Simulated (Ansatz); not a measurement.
**What isotropic strain +2.03 % does to WSi2**

The parent structure is WSi$_{2}$ (space group I4/mmm, No. 139; a = 3.212 Å, c = 7.807 Å; relaxed with 0.1 eV smearing).

Perturbation: every lattice vector is stretched by 2.03 %; the atoms relax in the strained cell.

Calculations: Ansatz (an electronic-structure program), r2SCAN, PAW, cutoff 500 eV, scalar-relativistic without spin-orbit coupling, earlier PAW set. Γ-centred 25×25×25 mesh, Fermi–Dirac width 0.1 eV.

The volume per atom rises by 0.834 Å³ (13.42 Å³ → 14.26 Å³) and the space group stays I4/mmm (No. 139). The shortest interatomic distance goes up by 0.033 Å (2.579 Å → 2.612 Å) and the pressure (mean of the normal stresses, compression positive) goes from zero to -12.3 GPa. The band gap stays zero.

Final structure:

```yaml
crystal:
  lattice:
    - [-1.63871, 1.63871, 3.98249]
    - [1.63871, -1.63871, 3.98249]
    - [1.63871, 1.63871, -3.98249]
  atoms:
    - { symbol: W, position: [0.00000, 0.00000, 0.00000] }
    - { symbol: Si, position: [0.33604, 0.33604, 0.00000] }
    - { symbol: Si, position: [0.66396, 0.66396, 0.00000] }
```

No phonon test of stability was made. All final runs are without spin polarisation.
